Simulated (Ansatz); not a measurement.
Cells marked so need not be the phases stable at ambient conditions, and some may be hypothetical.

No gap correction and no spin-orbit coupling; mid-gap values are interpolated between computed energies.

A. Sr(H$_{2}$N)$_{2}$ (I4_1/amd, not sure to be the ambient phase, 14 atoms a cell, 11.7 Å³ an atom), along the normal of (100)
B. LaNbO$_{4}$ (I4_1/a, not sure to be the ambient phase, 12 atoms a cell, 14.2 Å³ an atom, -6 GPa at this level), along the normal of (100)
C. MgPdF6 (R-3, not sure to be the ambient phase, 8 atoms a cell, 11.9 Å³ an atom), along the normal of (100)
D. AlTlF$_{4}$ (I4/mcm, not sure to be the ambient phase, 12 atoms a cell, 14.7 Å³ an atom, -3 GPa at this level), along the normal of (100)
E. Cs2LiGaF6 (P-3m1, not sure to be the ambient phase, 10 atoms a cell, 18.1 Å³ an atom, -3 GPa at this level), along the normal of (111)

Problem. Put the candidates in order of mid-gap decay constant of the slowest evanescent state, highest first, for PBEsol (Ansatz, a program for electronic structure).

Solution. C (0.53 1/Å), E (0.48 1/Å), B (0.43 1/Å), D (0.39 1/Å), A (0.25 1/Å)
